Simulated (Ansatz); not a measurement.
**L1₀ (CuAu-type) TiAl**

Method: PBE (plane waves, PAW; Ansatz, a first-principles code).

Numerical settings: plane-wave cutoff 520 eV, 22×22×16 k mesh (along the axes of the cell as run), Fermi–Dirac smearing 0.038 eV (set by the program), no spin polarisation, scalar-relativistic PAW data made under PBE.

Cell (measured lattice):

```cif
data_AlTi
_chemical_formula_sum 'Ti1 Al1'
_space_group_name_H-M_alt 'P 1'
_space_group_IT_number 1
_cell_length_a 2.84163
_cell_length_b 2.84163
_cell_length_c 4.06542
_cell_angle_alpha 90.000
_cell_angle_beta 90.000
_cell_angle_gamma 90.000
loop_
_space_group_symop_operation_xyz
  'x, y, z'
loop_
_atom_site_label
_atom_site_type_symbol
_atom_site_fract_x
_atom_site_fract_y
_atom_site_fract_z
_atom_site_occupancy
Ti1 Ti 0.00000 0.00000 0.00000 1
Al1 Al 0.50000 0.50000 0.50000 1
```

```yaml
elastic constant C13: 80.5 GPa
elastic constant C33: 163 GPa
elastic constant C44: 109 GPa
Voigt–Reuss–Hill bulk modulus: 109 GPa
polycrystal shear modulus (Hill average): 67.3 GPa
young_modulus: 167 GPa
poisson_ratio: 0.243
```

Measured, for comparison: elastic constant C13 75 GPa, elastic constant C33 183 GPa, elastic constant C44 109 GPa (0 K, extrapolated to 0 K, Ti-56 at.% Al crystal; axes of the face-centred tetragonal cell; as tabulated in Qi et al. (2023), arXiv:2305.11825). Computed (rounded) less measured: elastic constant C13 +7 %, elastic constant C33 -11 %, elastic constant C44 0.0 %.

Note: the cell isn't this level's own, so it is under some stress, which shifts stiffness and frequencies.

Elastic constants are with the ions relaxed.

Computing time: very roughly 9 core-minutes.
